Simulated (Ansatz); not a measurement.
Structures of equal composition on the (111) surface of diamond (C plane on top): (√3x√3)R30° Si adatom at H3; (√3x√3)R30° Si adatom at T4. The slabs share one bottom face, and each structure is named by its start. These are constructed structures in small cells; real faces may alloy, dewet or reconstruct in larger ones, and not all known structures of the face are among them. Slabs of about 9 Å, Fermi-Dirac smearing of 0.025 eV. Bottom of the slabs: H caps. Relaxed from the named starts with such symmetry as they have, on meshes of like density; energies extrapolated to zero smearing; spin only where a row says so; no spin-orbit coupling, no U. Brackets mark spin-polarised runs, whose order is one that fits the cell. Where a second, spin-polarised start was run, the lower counts.

The numbers are results of PBE (plane waves to 420 eV, PAW; Ansatz, an electronic-structure program), not measurements.

### Question
Put the candidates in order of energy per 1x1 cell, lowest first, for PBE.

### Answer
(√3x√3)R30° Si adatom at T4 (0.000 eV [spin, 1.0 μB a cell]), (√3x√3)R30° Si adatom at H3 (0.193 eV [spin, 0.9 μB a cell], no gap on the mesh)
